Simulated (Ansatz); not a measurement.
Consider the following.

End structure of the (011) surface of MnP-type NiSi in its 1x1 cell (cut with top plane 2 Si, bottom plane 2 Si), outermost plane spacing 0.96 Å in the ideal cut (one of several cuts of this face), with 4 Si a cell over the bulk's ratio:

```yaml
crystal:
  lattice:
    - [5.17513, 0.00000, 0.00000]
    - [0.00000, 6.54809, 0.00000]
    - [0.00000, 0.00000, 26.00000]
  atoms:
    - { symbol: Si, position: [0.25590, 0.94236, 0.31934] }
    - { symbol: Si, position: [0.24410, 0.44236, 0.31934] }
    - { symbol: Si, position: [0.67164, 0.40285, 0.35474] }
    - { symbol: Si, position: [0.82836, 0.90285, 0.35474] }
    - { symbol: Ni, position: [0.01555, 0.21081, 0.38175] }
    - { symbol: Ni, position: [0.48445, 0.71081, 0.38175] }
    - { symbol: Ni, position: [0.50435, 0.10671, 0.39188] }
    - { symbol: Ni, position: [0.99565, 0.60671, 0.39188] }
    - { symbol: Si, position: [0.17529, 0.90841, 0.42632] }
    - { symbol: Si, position: [0.32471, 0.40841, 0.42632] }
    - { symbol: Si, position: [0.68671, 0.65558, 0.46131] }
    - { symbol: Si, position: [0.81329, 0.15558, 0.46131] }
    - { symbol: Ni, position: [0.01095, 0.45156, 0.49255] }
    - { symbol: Ni, position: [0.48905, 0.95156, 0.49255] }
    - { symbol: Ni, position: [0.51095, 0.36760, 0.50745] }
    - { symbol: Ni, position: [0.98905, 0.86760, 0.50745] }
    - { symbol: Si, position: [0.18671, 0.16357, 0.53869] }
    - { symbol: Si, position: [0.31329, 0.66357, 0.53869] }
    - { symbol: Si, position: [0.67529, 0.91074, 0.57368] }
    - { symbol: Si, position: [0.82471, 0.41074, 0.57368] }
    - { symbol: Ni, position: [0.00435, 0.71244, 0.60812] }
    - { symbol: Ni, position: [0.49565, 0.21244, 0.60812] }
    - { symbol: Ni, position: [0.51555, 0.60835, 0.61825] }
    - { symbol: Ni, position: [0.98445, 0.10835, 0.61825] }
    - { symbol: Si, position: [0.17164, 0.41631, 0.64526] }
    - { symbol: Si, position: [0.32836, 0.91631, 0.64526] }
    - { symbol: Si, position: [0.75590, 0.87679, 0.68066] }
    - { symbol: Si, position: [0.74410, 0.37679, 0.68066] }
```

Model: 28-atom slab, Ni12Si16, 9.6 Å thick at the start (thin: gaps and levels are the slab's own), 7x6x1 mesh, Fermi-Dirac 0.1 eV, dipole correction, all atoms relaxed; symmetry of the start imposed; no spin (magnetic order not tried), no spin-orbit, no U.

Q: Predict the work function of the top face from Ansatz (a program for electronic structure) with PBE.

A: 4.73 eV
